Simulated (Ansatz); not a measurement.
Start from CaZrF6 (space group Fm-3m, No. 225; a = 8.511 Å; a cell from a computed database, its experimental status unchecked).

All numbers come from PBEsol (Ansatz, a first-principles code, PAW, no SOC).

For the base:

The band gap is 7.01 eV and the lattice parameter a is 8.511 Å.

The change: a hydrostatic pressure of 1.5 GPa.

Problem. What happens to the band gap and lattice parameter a?

Solution. The band gap increases by 0.07 eV to 7.08 eV; the lattice parameter a decreases by 0.067 Å, from 8.511 Å to 8.444 Å.

Load acts through the strain it causes; cell and atoms are relaxed under it. Stability against distortions was not tested.
